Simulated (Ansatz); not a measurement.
Data:

```
InSb
1.0
    0.00000     3.15899     3.36872
    3.15899     0.00000     3.36872
    3.15899     3.15899     0.00000
In Sb
1 1
Direct
  0.00000   0.00000   0.00000
  0.25000   0.25000   0.25000
```

All values below come from PBEsol, rigid bands (plane waves, PAW, scalar-relativistic; Ansatz, a program for electronic structure). Condition of this run: biaxial stress xx = yy = 2 GPa (compression positive) (the target of the relaxation). Geometry: cell and atoms relaxed with PBEsol, then loaded as said.

Problem. Is this a good metal at this level?

Solution. No. No gap shows, but r2SCAN opens one on the same cell, so the missing gap may be the functional's error (that test had no spin-orbit coupling). N(E_F) = 0.0042 states/eV a cell at 300 K and the Drude plasma energy along the best axis is 0.23 eV, several times under that of a simple or noble metal.

Spin-orbit coupling is left out; it can open or close a small gap.
